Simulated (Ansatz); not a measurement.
Base system: CdS in the wurtzite structure (space group P6_3mc, No. 186).

```
CELL_PARAMETERS angstrom
      4.19659     0.00000     0.00000
     -2.09830     3.63436     0.00000
      0.00000     0.00000     6.83017
ATOMIC_POSITIONS crystal
  Cd 0.33333 0.66667 0.99917
  Cd 0.66667 0.33333 0.49917
  S  0.33333 0.66667 0.37563
  S  0.66667 0.33333 0.87563
```

The values are results of DFT with PBE, PAW potentials and a 420 eV plane-wave cutoff in Ansatz (an electronic-structure program), without spin-orbit coupling, earlier PAW set, not measurements.

Its conduction minimum is a single valley at Γ with mass 0.12 mₑ.

The change: electron doping at 2.0×10^21 cm⁻³ (0.208 per cell), with a uniform compensating background at fixed cell and a 300 K Fermi–Dirac width.

Problem. Where would a parabolic band put the Fermi level, and where does the calculation put it?

Solution. k_F = (3π²n)^(1/3) = 0.390 Å⁻¹, so ħ²k_F²/2m = 4.7 eV above the band edge at zero temperature. The calculation gives 1.65 eV (to 0.05 eV): the band is strongly non-parabolic or higher valleys fill at this density.

Charged cell with a jellium background: band edges are those of the host's band count, energies are not comparable with the neutral cell, and many-body gap narrowing is missing. The levels and masses belong to the bands next to the band gap. Masses are band curvatures over ±0.01 Å⁻¹ around the edge. Stability against distortions was not tested.
